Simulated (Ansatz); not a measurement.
## CdTe, response to strain

Start from CdTe in the zinc blende structure (space group F-43m, No. 216; a = 6.489 Å). Axes: x, y, z lie along the cube axes.

Strains are applied to the cell and any free atomic positions relax; under biaxial strain the out-of-plane vector relaxes too.

The values are results of PBEsol in Ansatz (plane waves to 420 eV, PAW, spin-orbit coupling left out), not measurements.

Notes on the quantities. energy relative to the base: free energy F.

| case | electron mass | out-of-plane strain | energy relative to the base |
|---|---|---|---|
| base | 0.055 mₑ (at Γ) | – | 0 meV/atom |
| biaxial strain −2.50 %, plane normal [111], relaxed out of plane | 0.059 mₑ (at Γ) | +2.14 % | +10 meV/atom |
| biaxial strain −2.08 %, plane normal [111], relaxed out of plane | 0.059 mₑ (at Γ) | +1.77 % | +6.9 meV/atom |
| biaxial strain −1.67 %, plane normal [111], relaxed out of plane | (withheld) | (withheld) | (withheld) |
| biaxial strain −1.25 %, plane normal [111], relaxed out of plane | 0.057 mₑ (at Γ) | +1.06 % | +2.5 meV/atom |
| biaxial strain −0.83 %, plane normal [111], relaxed out of plane | 0.057 mₑ (at Γ) | +0.70 % | +1.1 meV/atom |
| biaxial strain −0.42 %, plane normal [111], relaxed out of plane | 0.056 mₑ (at Γ) | +0.36 % | +0.3 meV/atom |
| biaxial strain +0.42 %, plane normal [111], relaxed out of plane | 0.054 mₑ (at Γ) | -0.33 % | +0.3 meV/atom |
| biaxial strain +0.83 %, plane normal [111], relaxed out of plane | 0.053 mₑ (at Γ) | -0.66 % | +1.0 meV/atom |

### Question
Complete the table.

### Answer

- biaxial strain −1.67 %, plane normal [111], relaxed out of plane, electron mass: 0.058 mₑ (at Γ)
- biaxial strain −1.67 %, plane normal [111], relaxed out of plane, out-of-plane strain: +1.42 %
- biaxial strain −1.67 %, plane normal [111], relaxed out of plane, energy relative to the base: +4.4 meV/atom

With Te present, leaving out spin-orbit coupling can change the band edges. The levels and masses belong to the bands next to the band gap. Effective masses come from finite differences of ±0.01 Å⁻¹. Stability against distortions was not tested.

Ansatz is a program for electronic structure.
